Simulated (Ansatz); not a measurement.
**MoPt3 (Pm-3m, No. 221, 4 atoms in the cell; start mp-13100)**

Method: r²SCAN in Ansatz (PAW).

Settings: plane-wave cutoff 560 eV, 14×14×14 k mesh, Fermi–Dirac smearing 0.05 eV, spin-polarised start, scalar-relativistic PAW data made under PBE.

Cell (relaxed at this level):

MoPt$_{3}$ has the cubic space group Pm-3m (No. 221), the Cu3Au type structure, Pearson symbol cP4. Cell: a = b = c = 3.950 Å, α = β = γ = 90.00°. Mo on 1a is coordinated by 12 Pt at 2.793 Å (cuboctahedral). Pt on 3c sees 8 Pt at 2.793 Å and 4 Mo at 2.793 Å (cuboctahedral). (Neighbours: up to the widest gap in distance over summed covalent radii, below 1.35, at either atom.)

```json
{
  "band_gap": "zero (no gap)",
  "bulk modulus B0": "268 GPa"
}
```

Note: the magnetic order was assumed, not searched for or taken from measurement; the relaxation could not lower the start's symmetry, so the cell can be a saddle point above a distorted one; the bulk modulus is −V dP/dV from two relaxed cells at ±2 % in volume.

Spin–orbit coupling is not included.

Computed values are for the static lattice.

The result took roughly 12 core-minutes.

A start named mp-… is a Materials Project structure, which need not be a measured phase.

Ansatz is a quantum-chemistry and plane-wave program.
